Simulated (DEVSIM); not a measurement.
System: Pt/SiO2/n-GaAs capacitor, at 250 K.

| layer (left to right) | material | thickness (nm) | Nd (cm⁻³) |
|---|---|---|---|
| 1 | SiO2 | 35.0 | - |
| 2 | GaAs | 2300 | 7.7e16 |

Metal gate on the left, work function 5.6 eV. Fixed charge at the semiconductor interface 0 cm⁻² (in units of +e); no interface traps.

Constants are typed, rounded textbook-type inputs, not results; the design itself was drawn at random and stands for no fabricated device. Values at 300 K; Nc and Nv go as T^1.5, mobilities as T to minus their exponent, the gap by Varshni's rule with the affinity fixed.

```csv
parameter,SiO2,GaAs
gap (eV),9,1.424
affinity (eV),0.9,4.07
permittivity,3.9,12.9
Nc (cm⁻³),-,4.7e17
Nv (cm⁻³),-,9e18
Varshni α (eV/K),-,0.000541
Varshni β (K),-,204
```

Simulated with DEVSIM: 1D Poisson equation in equilibrium, Boltzmann statistics, complete ionisation; no quantum confinement or tunnelling. Metal contacts follow the ideal Schottky-Mott rule: no Fermi-level pinning, no interface dipoles.

The substrate doping was swept, all else fixed.

| substrate doping (cm^-3) | flat-band voltage (V) | minimum of the low-frequency capacitance (μF/cm²) |
|---|---|---|
| 3.8e15 | 1.43 | ? |
| 7.7e15 | 1.45 | 0.0204 |
| 1.5e16 | 1.46 | 0.0263 |
| 3.8e16 | 1.48 | 0.0354 |
| 7.7e16 | 1.50 | 0.0435 |
| 1.5e17 | 1.51 | 0.0515 |

Some entries are withheld; supply them.


- 3.8e15, minimum of the low-frequency capacitance (μF/cm²): 0.0155
